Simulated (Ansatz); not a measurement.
A hypothetical phase is included: elements placed on a structure type, which no database files for this compound.

Evanescent states of Si (P4_32_12, 12 atoms a cell, 17.6 Å³ an atom, 3 GPa at this level) along the normal of (100)

These are r2SCAN (plane waves, PAW; Ansatz, a program for electronic structure) values and carry that method's errors.

The gap is the functional's own. No spin-orbit coupling. Mid-gap values are those at the computed energy nearest the middle.

Energies count from the valence-band top; κ is the least over a 6×6 mesh across the current.

```tsv
E (eV)	κ (1/Å)	where
0.04	0.044	off Γ
0.12	0.088	off Γ
0.20	0.109	off Γ
0.28	0.118	off Γ
0.36	0.124	off Γ
0.44	0.128	Γ
0.52	0.127	Γ
0.60	0.125	Γ
0.68	0.122	Γ
0.76	0.119	Γ
0.84	0.116	Γ
0.92	0.111	Γ
1.00	0.106	Γ
1.08	0.100	Γ
1.16	0.093	Γ
1.24	0.079	off Γ
1.32	0.054	off Γ
```

Problem. How thick must the barrier be to attenuate the transmission by 10^6 when the electrodes' Fermi level lies at 0.12 eV, and what attenuation does that film give at 0.60 eV?

Solution. d = 6 ln 10 / (2 × 0.088) = 78.5 Å. At 0.60 eV it gives 6 × 0.125/0.088 = 8.5 decades.
